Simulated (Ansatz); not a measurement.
# Rb: element substitutions

Start from Rb in the bcc (W type) structure (space group Im-3m, No. 229; a = 5.575 Å).

Each row replaces one element on all its sites; cell and atoms are relaxed.

The values are results of Ansatz (a program for electronic structure), PBEsol, PAW, cutoff 420 eV, spin-orbit coupling left out, not measurements.

Candidates:
(a) Rb → Li
(b) Rb → K
(c) Rb → Na

For the base:

* **Volume per atom**: 86.64 Å³

Order them by volume per atom, highest first.

(b) Rb → K (70.86 Å³), (c) Rb → Na (36.28 Å³), (a) Rb → Li (20.24 Å³)

Whether these cells are dynamically stable was not tested. The final runs are not spin-polarised.
